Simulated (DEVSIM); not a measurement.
Structure: illuminated GaAs p-on-n cell, one wavelength, at 350 K.

Layer 1 from the left is GaAs, thickness (μm) 0.150, Na (cm⁻³) 7.1e17, τn (s) 6.5e-11, τp (s) 2e-10, absorption coefficient (cm⁻¹) 5200. Layer 2 from the left is GaAs, thickness (μm) 1.70, Nd (cm⁻³) 1.4e15, τn (s) 3.8e-10, τp (s) 3.8e-10, absorption coefficient (cm⁻¹) 5200.

Left contact: ohmic, minority electron recombination velocity 7e6 cm/s. Right contact: ohmic, minority hole recombination velocity 20 cm/s. Voltage is applied to the left contact. Recombination: SRH at mid-gap, radiative, Auger. Light enters at the left, 1.2e18 photons cm⁻² s⁻¹, one pass, no reflection. Mobility is constant in doping.

Constants are typed, rounded textbook-type inputs, not results; the design itself was drawn at random and stands for no fabricated device. Values at 300 K; Nc and Nv go as T^1.5, mobilities as T to minus their exponent, the gap by Varshni's rule with the affinity fixed.

GaAs: gap (eV) 1.424, affinity (eV) 4.07, permittivity 12.9, Nc (cm⁻³) 4.7e17, Nv (cm⁻³) 9e18, μn (cm²/Vs) 8500, μp (cm²/Vs) 400, T exponent of μn 2.1, T exponent of μp 2.2, B (cm³/s) 2e-10, Cn (cm⁶/s) 1e-30, Cp (cm⁶/s) 1e-30, Varshni α (eV/K) 0.000541, Varshni β (K) 204.

Simulated with DEVSIM: 1D drift-diffusion, Boltzmann statistics, complete ionisation; no tunnelling, impact ionisation, image-force lowering or self-heating.

Task: What does the simulation give for the dark forward voltage at 100 A/cm², the fill factor, the dark forward voltage at 1 A/cm²?

Result: dark forward voltage at 100 A/cm² 1.015 V; fill factor 0.64; dark forward voltage at 1 A/cm² 0.810 V.
